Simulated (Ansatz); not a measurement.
Consider the following.

```xyz
6
Lattice="4.3674 0.0000 0.0000 0.0000 5.3332 0.0000 0.0000 0.0000 3.3444" Properties=species:S:1:pos:R:3 pbc="T T T"
Fe     2.1837     2.6666     1.6722
Fe     0.0000     0.0000     0.0000
S      1.2791     4.6634     1.6722
S      3.0884     0.6697     1.6722
S      3.4628     3.3363     0.0000
S      0.9047     1.9968     0.0000
```

These are PBEsol, rigid bands (plane waves, PAW, scalar-relativistic; Ansatz, a program for electronic structure) values and carry that method's errors. Cell: cell and atoms relaxed with PBEsol.

### Question
What conductivity effective mass do dilute holes have at 300 K?

### Answer
1.06 (x), 2.3 (y), 1.48 (z) mₑ.

### Question
What conductivity effective mass do dilute electrons have at 300 K?

### Answer
1.59 (x), 1.11 (y), 2.5 (z) mₑ.

### Question
And the band gap?

### Answer
0.90 eV at this level; semilocal functionals usually fall short of the measured gap.

Rigid bands, one relaxation time for all states, no polarons. Spin-orbit coupling is left out; where it splits the top of the valence band it changes the hole mass and lowers the gap by about a third of the splitting.

Formula and space group known from diffraction (Crystallography Open Database), not checked to be the room-temperature form: FeS2 (Pnnm). Treated as nonmagnetic, magnetic states not searched for: FeS2 (Pnnm).
